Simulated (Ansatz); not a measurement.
**Au under a change: isotropic strain +2.00 %**

The parent structure is Au in the fcc (Cu type) structure (space group Fm-3m, No. 225; a = 4.125 Å; relaxed with 0.1 eV smearing).

One thing is altered: an isotropic linear strain of +2.00 %, atoms relaxed at fixed cell.

Computed with Kohn–Sham DFT with the r2SCAN functional, run in Ansatz (an electronic-structure program) with PAW and 500 eV plane waves, without spin-orbit coupling. k-mesh 27×27×27 (Γ-centred); smearing 0.1 eV (Fermi–Dirac).

```json
[
 {"quantity": "space group", "base": "Fm-3m (No. 225)", "changed": "Fm-3m (No. 225)", "shift": "–"},
 {"quantity": "shortest interatomic distance", "base": "2.916 Å", "changed": "2.975 Å", "shift": "+0.0583 Å"},
 {"quantity": "energy relative to the base (free energy F)", "base": "0 meV/atom", "changed": "+27 meV/atom", "shift": "+27 meV/atom"},
 {"quantity": "pressure", "base": "0.0 GPa", "changed": "-7.6 GPa", "shift": "-7.6 GPa"},
 {"quantity": "band gap", "base": "zero", "changed": "zero", "shift": "–"}
]
```

Stability against distortions was not tested.
